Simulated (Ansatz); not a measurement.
Base system: NbSi₂ (space group P6_422, No. 181; a = 4.794 Å, c = 6.586 Å).

Calculations: plane-wave PAW DFT at the r2SCAN level (Ansatz, a quantum-chemistry and plane-wave program, 500 eV), without spin-orbit coupling, earlier PAW set.

For the base:

| Property | Value |
|---|---|
| Lattice parameter a | 4.794 Å |
| c/a ratio | 1.374 |

One thing is altered: cell and atoms relaxed at a pressure of 7 GPa.

Q: Predict the new lattice parameter a.

A: The lattice parameter a falls by 0.0621 Å, from 4.794 Å to 4.731 Å.

Q: How does this affect the c/a ratio?

A: The c/a ratio grows by 0.005 (1.374 → 1.379).

Load acts through the strain it causes; cell and atoms are relaxed under it. No phonon test of stability was made. Competing high-pressure phases were not computed. All final runs are without spin polarisation. An odd electron count without spin: NbSi2.
